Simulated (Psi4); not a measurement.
Psi4 1.11, B3LYP/def2-svpd: Ta(Cl)4(OH) ([OH][Ta]([Cl])([Cl])([Cl])[Cl]), 7 atoms. The geometry is a generated start, not checked to be a minimum at this level.

```yaml
task: energy
method: b3lyp
basis: def2-svpd
memory: 3 GB
maxiter: 100
keys_of_the_molecule_block: symmetry c1
scf_type: df (default)
e_convergence: 1e-06 (default)
d_convergence: 1e-06 (default)
dft_radial_points: 75 (default)
dft_spherical_points: 302 (default)
effective_core_potentials: those of the basis set, past Kr
basis_functions: 174
grid_points: 150152
```

```xyz
7

Ta     0.1659     0.0787    -0.1457
Cl     1.8332    -0.3153     1.4533
Cl    -1.4898     0.3495    -1.7834
Cl     0.5966     2.2759    -0.1354
Cl     1.6080    -0.5078    -1.7461
O     -1.0297    -0.7187     0.9103
H     -1.6843    -1.1623     1.4471
```

Charge 0 and multiplicity 1 are set for this test and not shown to be the ground state.

With the defaults (diis = true, scf_initial_accelerator = adiis, damping_percentage = 0, guess = auto, which took SAD, diis_start = 1, diis_max_vecs = 10) it converges in 10 SCF iterations. One run each on 2 threads, with these changes:
- diis_start = 4
- scf_initial_accelerator = none
- scf_initial_accelerator = ediis
- diis_max_vecs = 6
- guess = huckel
- diis = false, scf_initial_accelerator = none, damping_percentage = 60
- guess = core
- diis_max_vecs = 20
- guess = sapgau

Task: Name the settings that don't reach the solution of the defaults.

Result: No convergence: diis = false, scf_initial_accelerator = none, damping_percentage = 60 (the run ends without SCF convergence in 100 iterations). The rest reach the solution of the defaults.

```tsv
setting	SCF iterations	end
the defaults	10	same solution
scf_initial_accelerator = none	10	same solution
scf_initial_accelerator = ediis	10	same solution
diis_max_vecs = 20	10	same solution
diis_max_vecs = 6	10	same solution
guess = huckel	12	same solution
guess = core	13	same solution
guess = sapgau	19	same solution
diis_start = 4	19	same solution
diis = false, scf_initial_accelerator = none, damping_percentage = 60	100	no convergence
```

1 further run of the study ended by our limits or in an error and is left out.
